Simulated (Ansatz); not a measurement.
**BAs (model structure, started from the PtS type, P4₂/mmc, No. 131, 4 atoms in the cell)**

Computed with PBEsol in Ansatz (plane waves, PAW).

Settings: plane-wave cutoff 500 eV, 12×12×8 k mesh (along the axes of the cell as run), Fermi–Dirac smearing 0.05 eV, scalar-relativistic PAW data made under PBE.

Cell (relaxed at this level):

```cif
data_As2B2
_chemical_formula_sum 'B2 As2'
_space_group_name_H-M_alt 'P42/mmc'
_space_group_IT_number 131
_space_group_name_Hall '-P 4c 2'
_cell_length_a 3.14058
_cell_length_b 3.14058
_cell_length_c 5.69635
_cell_angle_alpha 90.000
_cell_angle_beta 90.000
_cell_angle_gamma 90.000
loop_
_atom_site_label
_atom_site_type_symbol
_atom_site_symmetry_multiplicity
_atom_site_Wyckoff_symbol
_atom_site_fract_x
_atom_site_fract_y
_atom_site_fract_z
_atom_site_occupancy
B1 B 2 c 0.00000 0.50000 0.00000 1
As1 As 2 e 0.00000 0.00000 0.25000 1
```

```
Quantity  Result
--------  ------
band gap    none
```

Note: the relaxation could raise the start's symmetry but not lower it, so the cell can be a saddle point.

Spin–orbit coupling is not included.

Static lattice: no zero-point or thermal effects.

A model structure was made by putting elements into a prototype or built by hand; it is no filed structure, need not be a known phase, and can be a saddle point held by its symmetry.

Ansatz is a quantum-chemistry and plane-wave program.
